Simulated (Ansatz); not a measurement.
Start from SiC in the wurtzite structure (space group P6_3mc, No. 186; a = 3.092 Å, c = 5.074 Å).

Method: PBE/PAW in Ansatz (a program for electronic structure), without spin-orbit coupling.

Strains are applied to the cell and any free atomic positions relax.

One change was made to it. Results:

The energy grows by 52 meV/atom; the mean gap deformation potential ΔEg/Δln V is +1.7 eV; the valence-band top at Γ (three highest levels, from the VBM) goes from 0.00, 0.00, -0.11 eV to 0.00, 0.00, -0.10 eV; the gap character remains indirect, Γ → K; the electron mass becomes 0.28 mₑ along c, 0.46 mₑ across (at K) (base: 0.27 mₑ along c, 0.44 mₑ across (at K)).

**Question.** Which of these changes matches the shifts?
(A) isotropic strain +3.00 %
(B) isotropic strain +1.20 %
(C) isotropic strain +2.40 %

**Answer.** A, isotropic strain +3.00 %. For comparison, the energy relative to the base in the other runs: isotropic strain +1.20 % gives +8.7 meV/atom; isotropic strain +2.40 % gives +34 meV/atom.

Effective masses come from finite differences of ±0.01 Å⁻¹. Whether these cells are dynamically stable was not tested.
